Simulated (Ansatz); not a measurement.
## K: element substitutions

Base system: K in the bcc (W type) structure (space group Im-3m, No. 229; a = 5.2794 Å).

Each row replaces one element on all its sites; cell and atoms are relaxed.

Calculations: PBE (Ansatz, a first-principles code), without spin-orbit coupling.

Candidates:
(a) K → Rb
(b) K → Cs
(c) K → Li

Before the change:

| Property | Result |
|---|---|
| Lattice parameter a | 527.9 pm |

Problem. Order them by lattice parameter a, highest first.

Solution. (b) K → Cs (615.0 pm), (a) K → Rb (567.4 pm), (c) K → Li (343.5 pm)

Whether these cells are dynamically stable was not tested. All final runs are without spin polarisation.
